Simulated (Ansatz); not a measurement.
A constructed model of the (100) surface of bcc Fe, ferromagnetic, a layer of Si in place of the second plane (bottom of the slab: a bare face, its two planes held)

Method: PBE (plane waves to 420 eV, PAW; Ansatz, a program for electronic structure).

Set-up: 6 atoms, 6.8 Å thick at the start (thin: gaps and levels are the slab's own); mesh 13x13x1; 0.1 eV smearing; dipole correction on; 2 atoms held, the rest relaxed; start symmetry kept, larger cells not searched; spin-polarised, ending with about 11.6 μB a cell; orders that need a larger cell were not tried, no spin-orbit, no U. It is one candidate, not shown to be the stable structure of the face.

```yaml
work_function_of_the_top_face: 4.46 eV
energy_released_by_relaxation: 0.045 eV
magnetic_moment_of_the_cell: 11.59 μB
cost: very roughly 5 core-minutes
```
